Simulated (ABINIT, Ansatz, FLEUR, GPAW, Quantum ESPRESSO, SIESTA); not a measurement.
**Code comparison for ZnS (F-43m, 2 atoms in the cell)**

Self-consistent single point.

```
ZnS
1.0
    0.00000     2.69018     2.69018
    2.69018     0.00000     2.69018
    2.69018     2.69018     0.00000
Zn S
1 1
Direct
  0.00000   0.00000   0.00000
  0.25000   0.25000   0.25000
```

Shared settings, as Ansatz (a program for electronic structure) writes them: kpoints.mp_grid.grid = 11 11 11; scf.occupations.method = fermi_dirac; scf.occupations.width = 0.0007 Ry. Potentials and cutoffs stand in the table.

| code | model | pressure (GPa) | gap on the mesh (eV) | cutoff |
|---|---|---|---|---|
| Ansatz | PBE+U, PAW files | 3.22 | 2.322 | default |
| GPAW | PBE+U, GPAW PAW datasets PBE (gpaw-data 1.0.1) | 2.51 | 2.494 | 800 eV |
| FLEUR | PBE+U, all-electron FLAPW (FLEUR), scalar-relativistic valence | – | 2.522 | Kmax 4 1/bohr |
| Quantum ESPRESSO | PBE+U, GBRV 1.5 ultrasoft (PBE) pseudopotentials | 3.33 | 2.349 | 50 Ry |
| ABINIT | PBE+U, PAW (JTH v2.0 PBE PAW) | 3.34 | 2.471 | 816 eV |
| SIESTA | GGA PBE+U, numerical atomic orbitals TZP, PseudoDojo PBE standard norm-conserving potentials (rewritten from UPF to PSML) | 2.51 | 2.626 | grid 400 Ry |

Hubbard term: [{species: Zn, l: d, u_eff: 6.0}] eV.

A dash marks a value that a program does not give, or that is left out as unsure.

Gaps are read on the mesh.

On Ansatz's run: spin polarisation is off. The U value is a test value.

The spread over the programs that give each value: pressure within 0.83 GPa; gap on the mesh within 0.304 eV.

SIESTA uses small atom-centred bases, whose incompleteness enters pressures, forces and empty levels differently from a plane-wave cutoff. FLEUR treats all electrons, but the usual bases taken here (sphere radii, linearisation, local orbitals, empty states) were not tested for convergence, so the values are no reference for the others. Ansatz's pressure is given at a fixed set of plane waves, as the other plane-wave codes print theirs; with its correction for the finite basis it is 3.31 GPa. The same U acts on different projectors in each program, which moves gaps, moments and pressures. In the gap, SIESTA (by 0.216) lies more than 0.12 eV from the median of the plane-wave programs.

The starting cell comes from a database of computed structures (which also holds hypothetical and non-ambient phases and stackings), without a prior relaxation at this level. Its lattice was rescaled by a random factor within 2.5 % of one.

Keys are those of Ansatz 0.2.
